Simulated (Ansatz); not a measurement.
The starting structures come from a database of crystals and need not be the phases stable at ambient conditions.

Evanescent states of MgO (P6_3mc, wurtzite, 4 atoms a cell, 11.8 Å³ an atom) along the normal of (001)

These are r2SCAN (plane waves, PAW; Ansatz, an electronic-structure program) values and carry that method's errors.

No gap correction and no spin-orbit coupling; mid-gap is the computed energy nearest the middle.

Energies count from the valence-band top; κ is the least over a 12×12 mesh across the current.

```tsv
E (eV)	κ (1/Å)	where
0.10	0.102	Γ
0.30	0.170	Γ
0.50	0.213	Γ
0.70	0.243	Γ
0.90	0.266	Γ
1.10	0.284	Γ
1.30	0.297	Γ
1.50	0.306	Γ
1.70	0.312	Γ
1.90	0.316	Γ
2.10	0.316	Γ
2.30	0.313	Γ
2.50	0.307	Γ
2.70	0.299	Γ
2.90	0.287	Γ
3.10	0.271	Γ
3.30	0.252	Γ
3.50	0.226	Γ
3.70	0.193	Γ
3.90	0.147	Γ
4.10	0.064	Γ
```

How thick must the barrier be to attenuate the transmission by 10^8 when the electrodes' Fermi level lies at 1.30 eV, and what attenuation does that film give at 3.50 eV?

d = 8 ln 10 / (2 × 0.297) = 31.0 Å. At 3.50 eV it gives 8 × 0.226/0.297 = 6.1 decades.
